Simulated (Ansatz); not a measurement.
The starting structures come from a database of crystals and need not be the phases stable at ambient conditions.

 Where the default PAW files enter, the runs use the earlier of Ansatz's two default sets.

Tunnelling through a barrier is set by its complex band structure: the current falls as exp(−2κd) with the smallest κ.

Consider the following.

```
LiNO3
1.0
    5.62830     0.00000     0.00000
    1.77828     7.08410     0.00000
   -1.92501     3.54205     2.32750
Li N O
2 2 6
Direct
  0.00000   0.00000   0.00000
  0.00000   0.50000   0.00000
  0.50000   0.75000   0.00000
  0.50000   0.25000   0.00000
  0.77023   0.47977   0.27023
  0.22977   0.52023   0.72977
  0.50000   0.75000   0.27023
  0.50000   0.25000   0.72977
  0.22977   0.02023   0.45954
  0.77023   0.97977   0.54046
```

Space group of this cell: R-3c. The cell is taken as given; by r2SCAN its mean pressure is -1.3 GPa.

Transport runs along the normal of the first two printed cell vectors, the (110) plane of the conventional cell.

The gap is the functional's own, uncorrected, and κ follows it; spin-orbit coupling is left out. Mid-gap values are interpolated between the computed energies.

Predict the band gap and the smallest decay constant κ at mid-gap from Ansatz (a quantum-chemistry and plane-wave program) with r2SCAN.

Gap 3.62 eV on a 14×14×14 mesh; κ = 0.553 1/Å, at the zone centre.
